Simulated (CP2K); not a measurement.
A self-consistent single point of BaMg₆W (P4/mmm, 8 atoms in the cell) with CP2K.

Method: LDA (Pade form), GPW, DZVP-MOLOPT-SR-GTH basis, GTH-PADE potentials (GTH_POTENTIALS) in CP2K 2026.2.

The change in words: lattice scaled by 0.98. Reference geometry:
```yaml
crystal:
  lattice:
    - [6.66290, 0.00000, 0.00000]
    - [0.00000, 6.66290, 0.00000]
    - [0.00000, 0.00000, 4.35240]
  atoms:
    - { symbol: Ba, position: [0.00000, 0.00000, 0.50000] }
    - { symbol: Mg, position: [0.00000, 0.50000, 0.50000] }
    - { symbol: Mg, position: [0.50000, 0.00000, 0.50000] }
    - { symbol: Mg, position: [0.71138, 0.28862, 0.00000] }
    - { symbol: Mg, position: [0.28862, 0.71138, 0.00000] }
    - { symbol: Mg, position: [0.71138, 0.71138, 0.00000] }
    - { symbol: Mg, position: [0.28862, 0.28862, 0.00000] }
    - { symbol: W, position: [0.50000, 0.50000, 0.50000] }
```

Reference input (self-consistent single point, DFT LDA (Pade form), GPW, DZVP-MOLOPT-SR-GTH basis, GTH-PADE potentials (GTH_POTENTIALS)): CUTOFF = 1000 Ry; REL_CUTOFF = 50 Ry; SMEAR/METHOD = FERMI_DIRAC; ELECTRONIC_TEMPERATURE = 1160.45 K; KPOINTS/SCHEME = MONKHORST-PACK 3 3 5; XC_FUNCTIONAL = PADE; Ba/BASIS_SET = DZVP-MOLOPT-SR-GTH-q10; Ba/POTENTIAL = GTH-PADE-q10; Mg/BASIS_SET = DZVP-MOLOPT-SR-GTH-q10; Mg/POTENTIAL = GTH-PADE-q10; W/BASIS_SET = DZVP-MOLOPT-SR-GTH-q14; W/POTENTIAL = GTH-PADE-q14. This run's input differs from it in these lines:

```diff
@@ -63,5 +63,5 @@
     &CELL
-      A 6.66290100 0.00000000 0.00000000
-      B 0.00000000 6.66290100 0.00000000
-      C 0.00000000 0.00000000 4.35240100
+      A 6.52964300 0.00000000 0.00000000
+      B 0.00000000 6.52964300 0.00000000
+      C 0.00000000 0.00000000 4.26535300
       PERIODIC XYZ
@@ -69,10 +69,10 @@
     &COORD
-      Ba       0.00000000     0.00000000     2.17620050
-      Mg       0.00000000     3.33145050     2.17620050
-      Mg       3.33145050     0.00000000     2.17620050
-      Mg       4.73985451     1.92304649     0.00000000
-      Mg       1.92304649     4.73985451     0.00000000
-      Mg       4.73985451     4.73985451     0.00000000
-      Mg       1.92304649     1.92304649     0.00000000
-      W        3.33145050     3.33145050     2.17620050
+      Ba       0.00000000     0.00000000     2.13267650
+      Mg       0.00000000     3.26482150     2.13267650
+      Mg       3.26482150     0.00000000     2.13267650
+      Mg       4.64505744     1.88458556     0.00000000
+      Mg       1.88458556     4.64505744     0.00000000
+      Mg       4.64505744     4.64505744     0.00000000
+      Mg       1.88458556     1.88458556     0.00000000
+      W        3.26482150     3.26482150     2.13267650
     &END COORD
```

Log, with long lists cut:

```
 SCF WAVEFUNCTION OPTIMIZATION

  Step     Update method      Time    Convergence         Total energy    Change
     1 NoMix/Diag. 0.20E+00      -     1.61934150      -474.3715155573 -4.74E+02
     2 Broy./Diag. 0.20E+00      -     0.03859536      -473.2779972875  1.09E+00
     3 Broy./Diag. 0.20E+00      -     0.12868637      -472.9802197281  2.98E-01
     4 Broy./Diag. 0.20E+00      -     0.07398308      -472.8222442649  1.58E-01
     5 Broy./Diag. 0.20E+00      -     0.03384073      -472.4624971601  3.60E-01
     6 Broy./Diag. 0.20E+00      -     0.01210304      -472.5895144711 -1.27E-01
   [... 7 lines left out ...]
    14 Broy./Diag. 0.20E+00      -     0.00003316      -472.6157404659 -2.46E-04
    15 Broy./Diag. 0.20E+00      -     0.00000260      -472.6158043191 -6.39E-05
    16 Broy./Diag. 0.20E+00      -     0.00000849      -472.6158175478 -1.32E-05
    17 Broy./Diag. 0.20E+00      -     0.00000069      -472.6158120026  5.55E-06
  *** SCF run converged in    17 steps ***

  Overlap energy of the core charge distribution:               0.00000000000000
  Self energy of the core charge distribution:               -956.98690362265620
  Core Hamiltonian energy:                                    276.17558538294571
  Hartree energy:                                             269.70794492507491
  Exchange-correlation energy:                                -61.50617291992845
  Electronic entropic energy:                                  -0.00626576379880
  Fermi energy:                                                 0.24263109158025

  Total energy:                                              -472.61581200258166
  Total energy (extrapolated to T->0):                       -472.61267912068229

                     Mulliken Population Analysis

   [... lines left out ...]

 STRESS| Analytical stress tensor [bar]
 STRESS|                        x                   y                   z
 STRESS|      x        1.88361050322E+04   1.75637968242E-02  -9.05841919029E-05
 STRESS|      y        1.75637968242E-02   1.88361246911E+04  -9.05806712096E-05
 STRESS|      z       -9.05841919029E-05  -9.05806712096E-05   1.05827184689E+04
 STRESS| 1/3 Trace                                             1.60849827308E+04
```

The run converged in 17 iterations. Against the reference run the free energy rises by 2.0 meV/atom, the pressure goes from -1.26 to 1.61 GPa and the largest force goes from 0.192 to 0.480 eV/Å.

The starting cell comes from a database of computed structures (which also holds hypothetical and non-ambient phases and stackings), without a prior relaxation at this level. Its lattice was rescaled by a random factor within 2.5 % of one. For this run, on top of that: lattice scaled by 0.98. Spin polarisation is off. Values carry the incompleteness of an atom-centred basis.
